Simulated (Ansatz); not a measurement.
Take CdS in the wurtzite structure (space group P6_3mc, No. 186; a = 4.1244 Å, c = 6.7082 Å) as the base.

All numbers come from plane-wave PAW DFT at the PBEsol level (Ansatz, an electronic-structure program, 420 eV), no spin-orbit coupling.

Base values:

- Width of the top valence band = 1.74 eV
- Band gap = 1.09 eV
- Electron mass = 0.11 mₑ along c, 0.12 mₑ across (at Γ)
- Valence-band top at Γ = 0.00, 0.00, -0.05 eV
- Pressure = 0.00 GPa

Modification: the cell is scaled by 1.0300 in all directions, atoms relaxed at fixed cell.

Question: Predict the new width of the top valence band.

Answer: The width of the top valence band shrinks by 0.256 eV (1.74 eV → 1.49 eV).

Question: What happens to the band gap?

Answer: The band gap drops by 0.198 eV, from 1.09 eV to 0.90 eV.

Question: What does the calculation give for the electron mass after the change?

Answer: The electron mass changes from 0.11 mₑ along c, 0.12 mₑ across (at Γ) to 0.10 mₑ along c, 0.11 mₑ across (at Γ).

Question: What happens to the valence-band top at Γ?

Answer: The valence-band top at Γ (three highest levels, from the VBM) changes from 0.00, 0.00, -0.05 eV to 0.00, 0.00, -0.03 eV.

Question: Predict the new pressure.

Answer: The pressure (mean of the normal stresses, compression positive) goes from zero to -4.43 GPa.

The cells carry an imposed strain or load. Effective masses come from finite differences of ±0.01 Å⁻¹. Stability against distortions was not tested.
